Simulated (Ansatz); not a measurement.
Adsorption energy and surface dipole of F on the 1x1 (111) surface of fcc Cu, one in a 2x2 cell, started at the site 'hollow Cu-Cu-Cu over Cu at depth 4.1 Å', worked from the runs' numbers; total energies count from the potentials' own zero.

All values below come from PBE (plane waves to 420 eV, PAW; Ansatz, a first-principles code).

Set-up: 17 atoms, 6.2 Å thick at the start under the adsorbate (thin: gaps and levels are the slab's own); mesh 9x9x1; 0.1 eV smearing; dipole correction on; 8 atoms held, the rest relaxed; symmetry of the start imposed; no spin, no spin-orbit, no U, no dispersion correction. At the end it is bonded to 3 Cu. In PBE it is, or lies within 0.03 eV of, the lowest of the starts that converged.

```
quantity                                                             value
----------------------------------------------------------  --------------
slab with the adsorbate                                     -106807.323 eV
clean slab, same cell and mesh                              -105999.011 eV
reference, ½ F2(g)                                             -805.593 eV
area of the cell                                                  22.82 Å²
change of the step from the bottom to the top vacuum level        0.901 eV
```

**Question.** What is the adsorption energy against this reference?

**Answer.** E(slab + adsorbate) − E(slab) − E(reference) = -2.72 eV, so in this state the adsorbate is more stable than in the reference, at a coverage of 4.38 a nm².

**Question.** What dipole does adsorption add to the slab along the outward normal (Helmholtz relation, ε₀ = 0.005526 e/(V·Å))?

**Answer.** p = −ε₀·A·ΔV = -0.114 e·Å = -0.55 D; its negative end points to the vacuum, which raises the vacuum level.
